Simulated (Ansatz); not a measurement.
**Point-defect migration in monoclinic HfO2**

Some mobile defects of monoclinic HfO2. These are PBE, PAW (plane waves to 420 eV; Ansatz, a quantum-chemistry and plane-wave program) values and carry that method's errors.

Each figure is the lowest single hop between equivalent sites among the routes that converged and passed our checks, counted from the lowest site run. It need not be the barrier to long-range diffusion, and untried routes may lie lower. Climbing-image NEB, static nuclei, fixed cells, no finite-size correction; on the finer meshes named, energies are single points at the band's geometries. Saddle orders were checked for a part of the study's bands only and are not shown. Charge states are imposed. Spin-orbit coupling is left out.

| Defect | Route | Hop (Å) | Direction in the unit cell | Neighbours at the saddle | Cell | Barrier (eV) |
|---|---|---|---|---|---|---|
| interstitial F, charge -1 | F moves farthest | 1.66 | (0.29, 0.07, 0.17) | Hf at 2.15, Hf at 2.16; O at 2.35, 3 O at 2.36, O at 2.68, O at 2.70 Å | 96 sites, 2×2×2 shifted | 0.13 |
| interstitial K, charge +1 | K moves farthest | 1.35 | (0.23, -0.07, 0.13) | 2 Hf at 2.59; 2 O at 2.27, 2 O at 2.29, 2 O at 2.65 Å | 96 sites, 2×2×2 shifted | 0.23 |
| interstitial Sr, charge +2 | Sr moves farthest | 1.31 | (0.23, -0.07, 0.12) | 2 Hf at 2.72; 2 O at 2.24, 2 O at 2.25, 2 O at 2.60 Å | 96 sites, 2×2×2 shifted | 0.37 |
